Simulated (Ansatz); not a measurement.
Consider ZrS2 in the CdI2 type structure (space group P-3m1, No. 164; a = 3.635 Å, c = 5.720 Å; layered, stacked along the Cartesian z axis). Axes: x lies along a and z along c of the hexagonal cell.

Perturbation: compressive biaxial strain of 0.40 % in the plane normal to [001], as in epitaxy on a mismatched substrate; the out-of-plane cell vector and the atoms relax.

Method: Kohn–Sham DFT with the PBE-D3(BJ) functional, run in Ansatz (a first-principles code) with PAW and 420 eV plane waves, no spin-orbit coupling.

Base, band edges from the VBM (valence, conduction): K -1.58, 2.10; H -1.99, 2.23; M -1.47, 0.86; L -0.86, 0.66; A -0.45, 1.36; Γ 0.00, 1.41 eV.

Problem. Give the band edges at the high-symmetry points of the new zone, measured from its valence-band maximum.

Solution. 
```
point  valence edge (eV)  conduction edge (eV)
-----  -----------------  --------------------
Γ                   0.00                  1.44
M                  -1.44                  0.85
K                  -1.58                  2.16
A                  -0.42                  1.38
L                  -0.86                  0.63
H                  -2.00                  2.28
```

The gap is 0.63 eV, indirect, Γ → L.

No phonon test of stability was made.
